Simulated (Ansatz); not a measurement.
**Response to strain in CdSe**

Consider CdSe in the zinc blende structure (space group F-43m, No. 216; a = 6.0075 Å).

Strains are applied to the cell and any free atomic positions relax.

All numbers come from LDA, PAW, 420 eV (Ansatz, a first-principles code; without spin-orbit coupling).

```
variant                   shortest interatomic distance  band gap    electron mass   pressure
------------------------  -----------------------------  --------  ---------------  ---------
base                                           260.1 pm   0.41 eV  0.041 mₑ (at Γ)   0.00 GPa
isotropic strain −3.00 %                       252.3 pm   0.58 eV  0.054 mₑ (at Γ)   6.57 GPa
isotropic strain −2.00 %                       254.9 pm   0.52 eV  0.050 mₑ (at Γ)   4.05 GPa
isotropic strain −1.50 %                       256.2 pm   0.49 eV  0.048 mₑ (at Γ)   2.93 GPa
isotropic strain −0.50 %                       258.8 pm   0.43 eV  0.043 mₑ (at Γ)   0.91 GPa
isotropic strain +0.50 %                       261.4 pm   0.38 eV  0.038 mₑ (at Γ)  -0.83 GPa
isotropic strain +1.00 %                       262.7 pm   0.35 eV  0.036 mₑ (at Γ)  -1.61 GPa
isotropic strain +2.00 %                       265.3 pm   0.29 eV  0.031 mₑ (at Γ)  -2.99 GPa
isotropic strain +2.50 %                       266.6 pm         ?                –          ?
isotropic strain +3.00 %                       267.9 pm   0.23 eV                –  -4.17 GPa
```

**Question.** Complete the table.

**Answer.** 
- isotropic strain +2.50 %, band gap: 0.26 eV
- isotropic strain +2.50 %, pressure: -3.60 GPa

Effective masses come from finite differences of ±0.01 Å⁻¹. Whether these cells are dynamically stable was not tested. A zero or small gap of CdSe under isotropic strain +2.00 %, CdSe under isotropic strain +2.50 % and CdSe under isotropic strain +3.00 % can be the functional's error rather than a property of the material.
